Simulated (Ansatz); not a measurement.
Ansatz (a program for electronic structure) is run on Rb₂HgPdF₆ (Fm-3m, 10 atoms in the cell), and the run fails. The aim is a self-consistent single point with DFT, PBEsol, plane waves, default PAW files made with PBE.

Cell that was meant: a = 6.3722 Å, b = 6.3722 Å, c = 6.3722 Å, α = 60.00°, β = 60.00°, γ = 60.00°.

Part of the input:

```yaml
  lattice:
    - [0.00000000, 4.50582500, 4.50582500]
    - [4.50582500, 0.00000000, 4.50582500]
    - [4.50582500, 4.50582500, 9.01165000]
  atoms:
    - { symbol: Rb, position: [0.75000000, 0.75000000, 0.75000000] }
    - { symbol: Rb, position: [0.25000000, 0.25000000, 0.25000000] }
```

Output, abridged:

```
Error: invalid value for `crystal.lattice`: the lattice is degenerate (Ω = 0 Å³): its volume is under 1e-10 Å³
```

Question: From the messages shown, name the fault and mend the input.

Answer: The fault is linearly dependent lattice vectors. Three vectors in one plane span no volume, and the reciprocal lattice does not exist. To fix it, correct the lattice vector. The program stopped before any SCF iteration.

The sound input it was made from differs as follows (other fixes are possible):
```diff
-    - [4.50582500, 4.50582500, 9.01165000]
+    - [4.50582500, 4.50582500, 0.00000000]
```

With that input, the run converged in 18 iterations: free energy E − TS (on the zero of these files) -31813.1001 eV; Fermi level (on the code's own zero) 5.54 eV; pressure -3.88 GPa; largest force (vector length) 0.337 eV/Å; size of the cell's spin moment 0.86 μB (DFT, PBEsol, plane waves, default PAW files made with PBE).

On the sound input: the starting cell comes from a database of computed structures (which also holds hypothetical and non-ambient phases and stackings), without a prior relaxation at this level. With one magnetic atom in the cell only a parallel order is possible. With a pressure of about -4 GPa the cell is away from its equilibrium volume at this level. Ansatz's pressure includes its estimate of the finite-basis (Pulay) stress.
